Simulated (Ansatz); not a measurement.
An Ansatz (a first-principles code) run: Al3Pt2 with a change (Pt → Pd); PBEsol (Ansatz, PAW, no SOC).

Input:

Ansatz 0.2 input:
```yaml
crystal:
  lattice:
    - [4.2100800048, 0, 0]
    - [-2.1050400024, 3.6460362361, 0]
    - [0, 0, 5.1395384865]
  atoms:
    - { symbol: Al, position: [0, 0, 0] }
    - { symbol: Al, position: [0.3333333333, 0.6666666667, 0.645408991] }
    - { symbol: Al, position: [0.6666666667, 0.3333333333, 0.354591009] }
    - { symbol: Pd, position: [0.3333333333, 0.6666666667, 0.1556183637] }
    - { symbol: Pd, position: [0.6666666667, 0.3333333333, 0.8443816363] }
basis: { ecutwfc: 420, ecutrho_ratio: 4, xc_grid: 2, fft_grid_basis: typed }
kpoints: { mp_grid: { grid: [13, 13, 9] } }
hamiltonian:
  xc: pbesol
  dispersion: none
  pseudopotentials: { kind: paw }
scf: { occupations: { method: fermi_dirac, width: 0.05 }, convergence: { dr2_threshold: 0.0000000005 } }
output: { forces: true, stress: true }
checkpoint: { write: state.ck, write_every: 1000 }
```

Output (explanatory and most iteration lines left out):

```
Pseudopotential: Al, paw, valence charge 3
Pseudopotential: Pd, paw, valence charge 18
Crystal: 5 atoms, lattice volume = 78.892 Å³
Basis set: ecut = 420 eV, 1535 PW (Γ), exchange–correlation on 60×60×72 points (8 copies of the dense FFT grid, shifted against one another)
Bands: 28, of which v1, the nominal top of the filled ones, is band 23 counted from 1 (22 counted from 0)
Symmetry: 12 space group operations
Space group: P-3m1 (ITA 164), of the structure as read, at distance tolerance 4.3e-5 Å
k-points: 161 of 1521
Functional: x = pbesol(κ = 0.804, μ = 0.12345679012345678), c = pbesol(β = 0.046)
SCF iter   1: F=—  HF=-15390.887273 eV  |F-HF|=—  |Δ(HF+E_count)|=         —  Δρ=5.02e-3  dr2=1.45e-2  ethr=1.77e-3  ⟨swp⟩=6.5  Hψ=21027  notcnv=0
SCF iter   2: F=—  HF=-15390.884289 eV  |F-HF|=—  |Δ(HF+E_count)|=   2.98e-3  Δρ=1.73e-3  dr2=1.94e-3  ethr=3.23e-5  ⟨swp⟩=2.3  Hψ=8508  notcnv=0  defer=23
SCF 1 converged in 9 iterations: F = -15390.884009 eV  dr2 = 3.53e-11
SCF converged after 9 iterations
Free energy (F): -15390.884009 eV
Internal energy: -15390.874036 eV  (E = F + TS)
E sigma→0 (E₀):  -15390.879022 eV
Entropy (-TS):   -0.009973 eV (-1.995 meV/atom)
Fermi energy:    12.487101 eV
--- Forces (eV/Å), atoms counted from 1 ---
  atom   1  Al    -0.00000000     0.00000000     0.00000000
  atom   2  Al    -0.00000000    -0.00000000    -0.00010135
  atom   3  Al     0.00000000     0.00000000     0.00010135
  atom   4  Pd     0.00000000     0.00000000    -0.00002045
  atom   5  Pd    -0.00000000    -0.00000000     0.00002045
--- Stress (GPa, compression-positive) ---
        0.003601      -0.000000       0.000000
        0.000000       0.003601       0.000000
        0.000000       0.000000       0.002437
  P = ⅓ Tr σ = 0.0032 GPa (0.032 kbar)
```

No phonon test of stability was made. All final runs are without spin polarisation. The cell was made from Al3Pt2 by this change: Pt → Pd; the result is a model cell, its experimental status unchecked.
